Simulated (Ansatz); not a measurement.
Au on the 1x1 (111) surface of fcc Pd, one in a 2x2 cell, energies for each (26.9 Å²). Energies are against an atom of fcc Au, without zero-point or thermal terms; each row is named by its start.

Method: PBE (plane waves to 420 eV, PAW; Ansatz, a program for electronic structure).

**Question.** Which site binds most strongly?
A) top Pd
B) hollow Pd-Pd-Pd over Pd at depth 2.3 Å
C) hollow Pd-Pd-Pd over Pd at depth 4.5 Å

**Answer.** C, hollow Pd-Pd-Pd over Pd at depth 4.5 Å. Adsorption energies: hollow Pd-Pd-Pd over Pd at depth 4.5 Å 0.38 eV; hollow Pd-Pd-Pd over Pd at depth 2.3 Å 0.43 eV; top Pd 1.05 eV.
